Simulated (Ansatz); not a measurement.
Base system: Hf in the hcp (Mg type) structure (space group P6_3/mmc, No. 194; a = 3.204 Å, c = 5.073 Å; relaxed with 0.1 eV smearing). Axes: x lies along a and z along c of the hexagonal cell.

All numbers come from DFT with PBE, PAW potentials and a 420 eV plane-wave cutoff in Ansatz (an electronic-structure program), no spin-orbit coupling.

One thing is altered: tensile biaxial strain of 2.50 % in the plane normal to [001], as in epitaxy on a mismatched substrate; the out-of-plane cell vector and the atoms relax.

Problem. Estimate the effect on the out-of-plane strain.

Solution. The out-of-plane strain is -1.67 %.

Problem. Estimate the effect on the in-plane stress.

Solution. The mean in-plane stress (compression positive) comes out as -4.7 GPa.

Whether these cells are dynamically stable was not tested. All final runs are without spin polarisation.
